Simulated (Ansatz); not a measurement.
Results of dielectric-dependent PBEsol hybrid (Ansatz, a program for electronic structure, plane waves, PAW) for Se (R-3, No. 148).

Settings: plane-wave cutoff 460 eV, 6×6×6 k mesh, Fermi–Dirac smearing 0.01 eV, scalar-relativistic PAW data made under PBE.

Cell (relaxed with PBEsol):

```cif
data_Se6
_chemical_formula_sum 'Se6'
_space_group_name_H-M_alt 'P 1'
_space_group_IT_number 1
_cell_length_a 6.36311
_cell_length_b 6.36311
_cell_length_c 6.36311
_cell_angle_alpha 114.452
_cell_angle_beta 114.452
_cell_angle_gamma 114.452
loop_
_space_group_symop_operation_xyz
  'x, y, z'
loop_
_atom_site_label
_atom_site_type_symbol
_atom_site_fract_x
_atom_site_fract_y
_atom_site_fract_z
_atom_site_occupancy
Se1 Se 0.83300 0.69772 0.09120 1
Se2 Se 0.16700 0.30228 0.90880 1
Se3 Se 0.09120 0.83300 0.69772 1
Se4 Se 0.90880 0.16700 0.30228 1
Se5 Se 0.69772 0.09120 0.83300 1
Se6 Se 0.30228 0.90880 0.16700 1
```

Predict the band gap, smallest direct gap on the k points sampled and direct gap at Γ.


- band gap: 1.24 eV (on the SCF k mesh) (indirect)
- smallest direct gap on the k points sampled: 1.36 eV
- direct gap at Γ: 2.87 eV

Note: the cell comes from a level without a dispersion term, which matters for the spacing of layers, chains or molecules; cell and atoms aren't relaxed at this level (largest force component 0.11 eV/Å, pressure -0.3 GPa).

Spin–orbit coupling is not included.

Static lattice: no zero-point or thermal effects.

The result took very roughly 7 core-minutes.
